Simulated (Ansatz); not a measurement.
# CsPbCl3 under a change: uniaxial strain ε_zz = −1.80 %

Consider CsPbCl$_{3}$ in the cubic perovskite structure (space group Pm-3m, No. 221; a = 5.619 Å). Axes: x, y, z lie along the cube axes.

Now apply this change: the cell is compressed by 1.80 % along z with no lateral relaxation, atoms relaxed at fixed cell.

Calculations: Kohn–Sham DFT with the PBEsol functional, run in Ansatz (an electronic-structure program) with PAW and 420 eV plane waves, scalar-relativistic without spin-orbit coupling. Γ-centred 6×6×6 mesh, Fermi–Dirac width 0.05 eV.

Volume per atom: 34.84 Å³ (base 35.48 Å³)
Space group: P4/mmm (No. 123) (base Pm-3m (No. 221))
Shortest interatomic distance: 2.759 Å (base 2.809 Å)
Energy relative to the base (free energy F): +2.3 meV/atom
Pressure (mean of the normal stresses, compression positive): 0.49 GPa (base 0.00 GPa)
Band gap: 1.70 eV (base 1.83 eV)
Gap character: direct at A
Hole mass: 0.15 mₑ along z, 0.17 mₑ across (at R) (base 0.17 mₑ (at R))
Valley order (the lowest conduction-band minima on the path, energy above the VBM, named in the base's zone): R along [111] 1.70 eV; Γ 3.14 eV (base R along ⟨111⟩ 1.83 eV; Γ 3.24 eV)
Stress (xx, yy, zz, yz, xz, xy; compression positive): (0.15, 0.15, 1.18, 0.00, 0.00, 0.00) GPa

Final structure:

```
CsPbCl3
1.0
    5.61875     0.00000     0.00000
    0.00000     5.61875     0.00000
    0.00000     0.00000     5.51762
Cs Pb Cl
1 1 3
Direct
  0.00000   0.00000   0.00000
  0.50000   0.50000   0.50000
  0.50000   0.00000   0.50000
  0.00000   0.50000   0.50000
  0.50000   0.50000   0.00000
```

With Pb present, leaving out spin-orbit coupling can change the band edges. Masses are band curvatures over ±0.01 Å⁻¹ around the edge. No phonon test of stability was made. Many cubic perovskites are stable only at high temperature; tilts and polar distortions were not tested. This is not the structure that CsPbCl3 has at room temperature and ambient pressure. k-point labels follow each cell's own Brillouin zone.
